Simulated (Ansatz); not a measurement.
```xyz
2
Lattice="3.8394 0.0000 0.0000 0.0000 3.8394 0.0000 0.0000 0.0000 3.8394" Properties=species:S:1:pos:R:3 pbc="T T T"
Tl     0.0000     0.0000     0.0000
Br     1.9197     1.9197     1.9197
```

Spin-orbit coupling is not included. The cell is fixed at its relaxed static size. Melting and transitions to other phases are not modelled. An odd repeat of the supercell leaves out some zone-boundary points, where instabilities often lie.

Q: Estimate each atom's mean-square displacement (sum over three axes) at 800 K from path-integral sampling on the energy surface fitted in the stochastic self-consistent harmonic approximation in a 3×3×3 supercell, DFT at the LDA level (Ansatz, a quantum-chemistry and plane-wave program).

A: Tl1 0.20 Å², Br2 0.16 Å². Waves longer than the supercell are missing, so the values are low for an infinite crystal. Over all wave vectors of the supercell the softest harmonic mode is 21 cm⁻¹ at q = (0.00, 0.33, 0.33); the softest of the Hessian is 25 cm⁻¹ at q = (0.00, 0.00, 0.33) at 300 K (error under 1; the run's verdict: stable), 27 cm⁻¹ at q = (0.00, 0.00, 0.33) at 800 K (error under 1; the run's verdict: stable).
